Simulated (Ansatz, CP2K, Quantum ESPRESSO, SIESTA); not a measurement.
**One structure in several programs: LaS2 (P1, 6 atoms in the cell)**

Self-consistent single point, at a second geometry (atoms moved at random). First geometry:

```
CELL_PARAMETERS angstrom
      4.04634     0.00000     0.00000
      0.00000     4.04634     0.00000
      0.00000     0.00000     8.31768
ATOMIC_POSITIONS crystal
  La 0.00000 0.50000 0.72423
  La 0.50000 0.00000 0.27577
  S  0.00000 0.50000 0.36397
  S  0.50000 0.00000 0.63603
  S  0.00000 0.00000 0.00000
  S  0.50000 0.50000 0.00000
```

Second geometry:
```
CELL_PARAMETERS angstrom
      4.04634     0.00000     0.00000
      0.00000     4.04634     0.00000
      0.00000     0.00000     8.31768
ATOMIC_POSITIONS crystal
  La 0.00840 0.49352 0.72320
  La 0.50237 0.99678 0.27464
  S  0.98760 0.48962 0.36427
  S  0.50063 0.02725 0.63288
  S  0.99191 0.00152 0.99937
  S  0.50910 0.49131 0.00565
```

Shared settings, as Ansatz (a quantum-chemistry and plane-wave program) writes them: kpoints.mp_grid.grid = 7 7 4; scf.occupations.method = fermi_dirac; scf.occupations.width = 0.1 eV. Potentials and cutoffs stand in the table.

```tsv
code	model	ΔF from the first geometry (meV/atom)	pressure (GPa)	largest force (eV/Å)	cutoff
SIESTA	GGA PBEsol, numerical atomic orbitals DZP, PseudoDojo PBEsol standard norm-conserving potentials (rewritten from UPF to PSML)	15.2	-0.47	0.747	grid 300 Ry
CP2K	PBEsol, GPW, DZVP-MOLOPT-SR-GTH basis, GTH-PBE potentials (GTH_POTENTIALS)	13.2	-2.05	0.629	grid 500 Ry
Ansatz	PBEsol, PAW files made with PBE	12.1	-3.23	0.574	default
Quantum ESPRESSO	PBEsol, GBRV 1.5 ultrasoft (PBESOL) pseudopotentials	12.2	-3.16	0.577	40 Ry
```

Size of the force on each atom (eV/Å): Sizes of forces hide their directions.

| code | La1 | La2 | S3 | S4 | S5 | S6 |
|---|---|---|---|---|---|---|
| SIESTA | 0.688 | 0.368 | 0.446 | 0.747 | 0.378 | 0.534 |
| CP2K | 0.509 | 0.278 | 0.379 | 0.629 | 0.336 | 0.488 |
| Ansatz | 0.450 | 0.245 | 0.344 | 0.574 | 0.308 | 0.458 |
| Quantum ESPRESSO | 0.456 | 0.246 | 0.346 | 0.577 | 0.309 | 0.458 |

The spread over the programs that give each value: ΔF from the first geometry within 3.1 meV/atom; pressure within 2.76 GPa; largest force within 0.173 eV/Å.

SIESTA and CP2K use small atom-centred bases, whose incompleteness enters pressures, forces and empty levels differently from a plane-wave cutoff. Ansatz's pressure is given at a fixed set of plane waves, as the other plane-wave codes print theirs. In the pressure, SIESTA (by 2.73) and CP2K (by 1.14) lie more than 1 GPa from the median of the plane-wave programs. In the force vectors, SIESTA (by 0.250) lies more than 0.08 eV/Å from the median of the plane-wave programs.

The starting cell comes from a database of computed structures (which also holds hypothetical and non-ambient phases and stackings), without a prior relaxation at this level. For this run, on top of that: atoms moved at random.

Keys are those of Ansatz 0.2.
